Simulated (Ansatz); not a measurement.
Reference: BeTe (F-43m), PBEsol with spin-orbit coupling, rigid bands (plane waves, PAW; Ansatz, a quantum-chemistry and plane-wave program); geometry: cell and atoms relaxed with PBEsol.

Space group F-43m (No. 216); a = 5.605 Å, b = 5.605 Å, c = 5.605 Å, α = 90.00°, β = 90.00°, γ = 90.00°

| atom | site | symmetry | x | y | z |
|---|---|---|---|---|---|
| Be | 4a | -43m | 0.0000 | 0.0000 | 0.0000 |
| Te | 4c | -43m | 0.2500 | 0.2500 | 0.2500 |
(The calculation used a cell of 2 atoms; values per cell refer to that cell.)

- band gap: 1.54 eV
- hole conductivity mass: 0.38 mₑ
- Seebeck coefficient, p-type 1e19 cm⁻³: 241 μV/K

Problem. Swap Te for S, keeping the structure type. How do these values move?

Solution. BeS (F-43m): volume per atom 22.0 to 14.2 Å³; band gap rises (1.54 eV to 2.88 eV); hole conductivity mass rises (0.38 mₑ to 0.76 mₑ); Seebeck coefficient, p-type 1e19 cm⁻³ rises (241 μV/K to 368 μV/K).

Problem. Swap Te for Se, keeping the structure type. How do these values move?

Solution. BeSe (F-43m): volume per atom 22.0 to 16.9 Å³; band gap rises (1.54 eV to 2.32 eV); hole conductivity mass rises (0.38 mₑ to 0.56 mₑ); Seebeck coefficient, p-type 1e19 cm⁻³ rises (241 μV/K to 290 μV/K).

Problem. Replace Be by Cd on the same sites and relax. What happens?

Solution. CdTe (F-43m): volume per atom 22.0 to 34.2 Å³; band gap falls (1.54 eV to 0.38 eV); hole conductivity mass rises (0.38 mₑ to 0.54 mₑ); Seebeck coefficient, p-type 1e19 cm⁻³ rises (241 μV/K to 265 μV/K).

Moves up to 5 % count as about the same. Masses are for dilute carriers at 300 K, harmonic means over directions unless an axis is named. Seebeck coefficients are for the stated density at 300 K, with one relaxation time for all states and whether or not that doping can be reached.
